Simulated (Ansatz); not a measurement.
Start from SiC (space group P6_3mc, No. 186; a = 3.094 Å, c = 10.129 Å). Axes: x lies along a and z along c of the hexagonal cell.

Calculations: Ansatz (a program for electronic structure) PBE, no SOC.

The change: the cell is scaled by 1.0150 in all directions; the atoms relax in the strained cell.

Problem. Predict the stress tensor and what it implies for the stiffness.

Solution. Stress of the strained cell less that of the base (GPa, compression positive):
```
  -8.75    0.00    0.00
   0.00   -8.75    0.00
   0.00    0.00   -8.64
```

Then B = −ΔP/(ΔV/V₀) with ΔV/V₀ = 0.0457 gives secant stiffness values (nonlinear terms included at this strain): B (at held cell shape, above the free-shape value) ≈ 191 GPa.

As a check, the harmonic strain energy −½ V₀ Δσ:ε is 13 meV/atom; the computed energy rise is 14 meV/atom.

No phonon test of stability was made.
